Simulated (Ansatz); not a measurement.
**fcc Rh: the defect Rh vacancy + H interstitial + H interstitial**

Method: PBE, PAW (plane waves to 420 eV; Ansatz, a quantum-chemistry and plane-wave program). Cell and caveats: 32-site cell; 6×6×6 shifted k-points; start: the Rh site; off centre in the vacancy; off centre in the vacancy; finite-size errors of tenths of an eV; the relaxation kept the symmetry of the starting site; relaxed from one start, so a lower configuration may exist.

Neighbours after relaxation, in Å: of the emptied site: H 1.52, H 1.52; of the H atom: Rh 1.95, Rh 1.95, Rh 1.95, Rh 1.95, Rh 2.31; of the H atom: Rh 1.95, Rh 1.95, Rh 1.95, Rh 1.95, Rh 2.31.

Formation energies E_f are those of the neutral cell. Chemical conditions: host crystal and elements as references (Δμ(Rh) = 0.00 eV, Δμ(H) = 0.00 eV; H taken from its element, since no compound that bounds it was computed at this level; only phases computed here count, gases as isolated molecules at 0 K). Reference phases: H: H2 molecule in a box, Rh: fcc Rh.

```
charge         moment (μB)  point group  largest move off a lattice site (Å)  E_f, host crystal and elements as references (eV)
------  ------------------  -----------  -----------------------------------  -------------------------------------------------
0       not spin-polarised          D4h                                 0.02                                               1.52
```

Point groups are those of the whole cell at tolerances of 0.03 and 0.1 Å ("near" where only the looser one holds); none is given for unsettled states.
